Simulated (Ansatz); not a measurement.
A (6,6) WS2 nanotube, relaxed period 3.219 Å, atoms relaxed at each strain.

| strain | energy (meV a period) | axial force (nN) |
|---|---|---|
| -0.015 | +87.3 | -5.93 |
| +0.015 | +78.5 | +5.10 |

Calculation: PBE (plane waves to 420 eV, PAW; Ansatz, a program for electronic structure). Mesh 1×1×10. No spin polarisation, so a magnetic state wasn't tested. One-dimensional cell, images about 11 Å apart. An idealised model, rolled from the flat sheet. Symmetry and one short period hold its shape; lower forms weren't sought. Values not marked SOC lack spin–orbit coupling. Buckling under compression is shut out by symmetry and the short period. Energies are free energies at a Fermi–Dirac width of 0.02 eV, from the unstrained cell.

Mean diameter 11.57 Å.

Work out the axial stiffness dF/dε in two ways, and what it means for a modulus.

From the forces: (+5.10 − (-5.93))/0.030 = 368 nN. From the energies: (E₊ + E₋)/(ε² c) = 0.1658 eV/(0.015² × 3.219 Å) = 228.9 eV/Å = 367 nN. The two agree to within 1 %. Spread over the circumference π × 11.57 Å, the force value is a sheet stiffness of 101 N/m.
